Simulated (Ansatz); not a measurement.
The reference is ScPd₃ in the Cu3Au type structure (space group Pm-3m, No. 221; a = 3.9425 Å; relaxed with 0.1 eV smearing). Axes: x, y, z lie along the cube axes.

All numbers come from PBEsol in Ansatz (plane waves to 420 eV, PAW, no spin-orbit coupling).

The change: compressive biaxial strain of 0.95 % in the plane normal to [001], as in epitaxy on a mismatched substrate; the out-of-plane cell vector and the atoms relax.

Problem. Estimate the effect on the ratio −ε⊥/ε∥.

Solution. The ratio −ε⊥/ε∥ amounts to 1.21.

Problem. Estimate the effect on the in-plane stress.

Solution. The mean in-plane stress (compression positive) is +2.0 GPa.

Stability against distortions was not tested. All final runs are without spin polarisation.

Ansatz is a program for electronic structure.
